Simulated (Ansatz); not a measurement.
Ansatz (a first-principles code) run on Mg (P6_3/mmc, 4 atoms in the cell): self-consistent single point.

Method of the run: RPBE, harder PAW files (source: ansatz) made with PBE (plane waves; Ansatz).

```yaml
crystal:
  lattice:
    - [3.25307, 0.00000, 0.00000]
    - [-1.62654, 2.81724, 0.00000]
    - [0.00000, 0.00000, 10.56651]
  atoms:
    - { symbol: Mg, position: [0.00000, 0.00000, 0.00000] }
    - { symbol: Mg, position: [0.00000, 0.00000, 0.50000] }
    - { symbol: Mg, position: [0.33333, 0.66667, 0.25000] }
    - { symbol: Mg, position: [0.66667, 0.33333, 0.75000] }
```

Reference input (self-consistent single point, DFT, revPBE, plane waves, harder PAW files (source: ansatz) made with PBE): basis.ecutwfc = 620 eV; kpoints.mp_grid.grid = 12 12 3; hamiltonian.xc = revpbe; hamiltonian.pseudopotentials = {kind: paw, source: ansatz}; scf.occupations.method = fermi_dirac; scf.occupations.width = 0.05 eV. This run's input differs from it in these lines:

Ansatz 0.2 input:
```diff
@@ -16,3 +16,3 @@
 hamiltonian:
-  xc: revpbe
+  xc: rpbe
   pseudopotentials: { kind: paw, source: ansatz }
```

The program printed (abridged):

```
SCF iter   1: F=—  HF=-7706.609619 eV  |F-HF|=—  |Δ(HF+E_count)|=         —  Δρ=1.40e-2  dr2=2.28e-1  ethr=3.10e-3  ⟨swp⟩=6.0  Hψ=3942  notcnv=0
all-band conjugate gradients solve this SCF's bands
preconditioner: auto → Kerker (q_TF=auto, 2.354 Å⁻¹)
SCF iter   2: F=—  HF=-7706.618826 eV  |F-HF|=—  |Δ(HF+E_count)|=   9.21e-3  Δρ=9.92e-3  dr2=1.21e-1  ethr=5.71e-4  ⟨swp⟩=1.4  Hψ=1250  notcnv=0
SCF iter   3: F=—  HF=-7706.612229 eV  |F-HF|=—  |Δ(HF+E_count)|=   6.60e-3  Δρ=2.13e-3  dr2=6.06e-3  ethr=3.02e-4  ⟨swp⟩=2.0  Hψ=1042  notcnv=0
SCF iter   4: F=—  HF=-7706.610285 eV  |F-HF|=—  |Δ(HF+E_count)|=   1.94e-3  Δρ=2.98e-4  dr2=4.96e-5  ethr=1.52e-5  ⟨swp⟩=1.6  Hψ=955  notcnv=0
SCF iter   5: F=—  HF=-7706.610294 eV  |F-HF|=—  |Δ(HF+E_count)|=   8.93e-6  Δρ=4.72e-5  dr2=2.34e-6  ethr=1.24e-7  ⟨swp⟩=3.0  Hψ=1731  notcnv=0
SCF iter   6: F=—  HF=-7706.610294 eV  |F-HF|=—  |Δ(HF+E_count)|=   2.64e-7  Δρ=1.73e-5  dr2=2.34e-7  ethr=5.84e-9  ⟨swp⟩=2.6  Hψ=1626  notcnv=0
SCF iter   7: F=-7706.610294 eV  HF=-7706.610294 eV  |F-HF|=1.64e-9  |Δ(HF+E_count)|=   3.80e-8  Δρ=3.13e-6  dr2=8.55e-9  ethr=2.50e-10  ⟨swp⟩=5.8  Hψ=3548  notcnv=0
SCF 1 converged in 7 iterations: F = -7706.610294 eV  dr2 = 8.55e-9
Free energy (F): -7706.610294 eV
Internal energy: -7706.593227 eV  (E = F + TS)
E sigma→0 (E₀):  -7706.601761 eV
Entropy (-TS):   -0.017067 eV (-4.267 meV/atom)
Fermi energy:    5.256736 eV
--- Forces (eV/Å), atoms counted from 1 ---
  atom   1  Mg    -0.00000000    -0.00000000    -0.00000000
   [... zero for the other atoms too ...]
--- Stress (GPa, compression-positive) ---
       -0.488300       0.000000       0.000000
        0.000000      -0.488300       0.000000
        0.000000       0.000000      -0.858146
  P = ⅓ Tr σ = -0.6116 GPa (-6.116 kbar)
  The stress holds the Pulay correction. Without it, at fixed plane waves, as pw.x and ABINIT print it: P = -0.6143 GPa
```

The run converged in 7 iterations. Against the reference run the pressure goes from -0.79 to -0.61 GPa.

The starting cell comes from a database of computed structures (which also holds hypothetical and non-ambient phases and stackings), without a prior relaxation at this level. Its lattice was rescaled by a random factor within 2.5 % of one. Ansatz's pressure includes its estimate of the finite-basis (Pulay) stress.
